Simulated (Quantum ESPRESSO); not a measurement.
Convergence series on SnF₃ (P-1, 16 atoms in the cell)

```yaml
crystal:
  lattice:
    - [4.19225, 0.00000, 0.00000]
    - [0.55042, 7.48298, 0.00000]
    - [0.54392, 0.08328, 9.27589]
  atoms:
    - { symbol: Sn, position: [0.77440, 0.74088, 0.83352] }
    - { symbol: Sn, position: [0.22560, 0.25912, 0.16648] }
    - { symbol: Sn, position: [0.03907, 0.72262, 0.30563] }
    - { symbol: Sn, position: [0.96093, 0.27738, 0.69437] }
    - { symbol: F, position: [0.13487, 0.35206, 0.36295] }
    - { symbol: F, position: [0.86513, 0.64794, 0.63705] }
    - { symbol: F, position: [0.76703, 0.80196, 0.03782] }
    - { symbol: F, position: [0.23297, 0.19804, 0.96218] }
    - { symbol: F, position: [0.27752, 0.75146, 0.83069] }
    - { symbol: F, position: [0.72248, 0.24854, 0.16931] }
    - { symbol: F, position: [0.26260, 0.00687, 0.23328] }
    - { symbol: F, position: [0.73740, 0.99313, 0.76672] }
    - { symbol: F, position: [0.51546, 0.30065, 0.60251] }
    - { symbol: F, position: [0.48454, 0.69935, 0.39749] }
    - { symbol: F, position: [0.23777, 0.52137, 0.11844] }
    - { symbol: F, position: [0.76223, 0.47863, 0.88156] }
```

Method: PBEsol, GBRV 1.5 ultrasoft (PBESOL) pseudopotentials (plane waves; Quantum ESPRESSO 7.5).

The starting cell comes from a database of computed structures (which also holds hypothetical and non-ambient phases and stackings), without a prior relaxation at this level. In the base run, with a pressure of about -3 GPa the cell is away from its equilibrium volume at this level. The shifted mesh does not hold Γ, so a gap read on it misses any band edge there.

Held fixed: ecutwfc = 40 Ry; ecutrho = 200 Ry; occupations = smearing; smearing = fermi-dirac; degauss = 0.0036749 Ry; potentials = {Sn: sn_pbesol_v1.4.uspp.F.UPF, F: f_pbesol_v1.4.uspp.F.UPF}; K_POINTS = automatic 6 3 3 1 1 1.

ΔF is the free energy per atom less that of the last row (7.3e-14 Ry).

The series runs over conv_thr = 0.0073 Ry; 0.00073 Ry; 7.3e-05 Ry; 7.3e-06 Ry; 7.3e-07 Ry; 7.3e-08 Ry; 7.3e-10 Ry; 1e-10 Ry; 7.3e-12 Ry; 7.3e-14 Ry.

Question: From which setting on does the pressure stay within 1 GPa of the last one?

Answer: From conv_thr = 7.3e-05 Ry on; the one before it is off by 1.7 GPa. The value it settles on is -3.0 GPa at this level of theory and with the other settings as held.

Question: From which setting on does the energy stay within 1 meV/atom of the last one?

Answer: From conv_thr = 0.00073 Ry on; the one before it is off by 2.0 meV/atom.

```json
[
 {"conv_thr": "0.0073 Ry", "ΔF (meV/atom)": "1.95", "pressure (GPa)": "-12.12", "largest force (eV/Å)": "2.284", "gap on the mesh (eV)": "1.952", "iterations": "5"},
 {"conv_thr": "0.00073 Ry", "ΔF (meV/atom)": "0.34", "pressure (GPa)": "-4.71", "largest force (eV/Å)": "0.621", "gap on the mesh (eV)": "1.909", "iterations": "6"},
 {"conv_thr": "7.3e-05 Ry", "ΔF (meV/atom)": "0.02", "pressure (GPa)": "-3.14", "largest force (eV/Å)": "0.462", "gap on the mesh (eV)": "1.898", "iterations": "7"},
 {"conv_thr": "7.3e-06 Ry", "ΔF (meV/atom)": "0.00", "pressure (GPa)": "-2.96", "largest force (eV/Å)": "0.481", "gap on the mesh (eV)": "1.913", "iterations": "8"},
 {"conv_thr": "7.3e-07 Ry", "ΔF (meV/atom)": "0.00", "pressure (GPa)": "-2.97", "largest force (eV/Å)": "0.467", "gap on the mesh (eV)": "1.910", "iterations": "10"},
 {"conv_thr": "7.3e-08 Ry", "ΔF (meV/atom)": "0.00", "pressure (GPa)": "-3.03", "largest force (eV/Å)": "0.466", "gap on the mesh (eV)": "1.910", "iterations": "11"},
 {"conv_thr": "7.3e-10 Ry", "ΔF (meV/atom)": "0.00", "pressure (GPa)": "-3.03", "largest force (eV/Å)": "0.467", "gap on the mesh (eV)": "1.910", "iterations": "13"},
 {"conv_thr": "1e-10 Ry", "ΔF (meV/atom)": "0.00", "pressure (GPa)": "-3.03", "largest force (eV/Å)": "0.467", "gap on the mesh (eV)": "1.910", "iterations": "14"},
 {"conv_thr": "7.3e-12 Ry", "ΔF (meV/atom)": "0.00", "pressure (GPa)": "-3.03", "largest force (eV/Å)": "0.467", "gap on the mesh (eV)": "1.910", "iterations": "15"},
 {"conv_thr": "7.3e-14 Ry", "ΔF (meV/atom)": "0.00", "pressure (GPa)": "-3.03", "largest force (eV/Å)": "0.467", "gap on the mesh (eV)": "1.910", "iterations": "17"}
]
```

The gap is read on the k-point mesh of the run and can differ from the gap over the whole zone at this level.
